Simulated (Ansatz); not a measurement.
The starting structures come from a database of crystals and need not be the phases stable at ambient conditions.

 Where the default PAW files enter, the runs use the earlier of Ansatz's two default sets.

Here is the system:

```
CELL_PARAMETERS angstrom
      7.07717     0.00000     0.00000
     -3.53859     6.12901     0.00000
      3.53859     2.04300     5.77849
ATOMIC_POSITIONS crystal
  Al 0.75000 0.87500 0.87500
  Al 0.25000 0.37500 0.87500
  Al 0.75000 0.87500 0.37500
  Al 0.25000 0.87500 0.87500
  Zn 0.50000 0.25000 0.25000
  Zn 0.00000 0.50000 0.50000
  S  0.76876 0.11562 0.11562
  S  0.26876 0.63438 0.63438
  S  0.76876 0.65314 0.11562
  S  0.26876 0.63438 0.09686
  S  0.23124 0.11562 0.65314
  S  0.73124 0.09686 0.63438
  S  0.23124 0.11562 0.11562
  S  0.73124 0.63438 0.63438
```

Space group of this cell: Fd-3m, spinel. The cell is taken as given; by PBEsol its mean pressure is -0.9 GPa.

Transport runs along the normal of the first two printed cell vectors, the (111) plane of the conventional cell.

The gap is the functional's own. No spin-orbit coupling. Mid-gap values are interpolated on the energy grid.

Question: State the band gap and the smallest decay constant κ at mid-gap according to PBEsol in Ansatz (a quantum-chemistry and plane-wave program).

Answer: Gap 2.38 eV on a 6×6×6 mesh; κ = 0.166 1/Å, at the zone centre.
